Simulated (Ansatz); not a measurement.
The starting structures come from a database of crystals and need not be the phases stable at ambient conditions.

 Where the default PAW files enter, the runs use the earlier of Ansatz's two default sets.

Evanescent states of Ca₂AsI (R-3m, not sure to be the ambient phase, 4 atoms a cell, 31.2 Å³ an atom) along the normal of (001)

These are r2SCAN (plane waves, PAW; Ansatz, a quantum-chemistry and plane-wave program) values and carry that method's errors.

No gap correction and no spin-orbit coupling; mid-gap values are interpolated between computed energies.

Energies count from the valence-band top; κ is the least over a 12×12 mesh across the current.

```
E (eV)  κ (1/Å)  where
------  -------  -----
0.05      0.145      Γ
0.15      0.181      Γ
0.25      0.189      Γ
0.35      0.196      Γ
0.45      0.201      Γ
0.55      0.206      Γ
0.65      0.209      Γ
0.75      0.212      Γ
0.85      0.215      Γ
0.95      0.216      Γ
1.05      0.217      Γ
1.15      0.217      Γ
1.25      0.216      Γ
1.35      0.215      Γ
1.45      0.205  off Γ
1.55      0.185  off Γ
1.65      0.160  off Γ
1.75      0.124  off Γ
1.85      0.063  off Γ
```

Task: How thick must the barrier be to attenuate the transmission by 10^8 when the electrodes' Fermi level lies at 1.35 eV, and what attenuation does that film give at 0.25 eV?

Result: d = 8 ln 10 / (2 × 0.215) = 42.8 Å. At 0.25 eV it gives 8 × 0.189/0.215 = 7.0 decades.
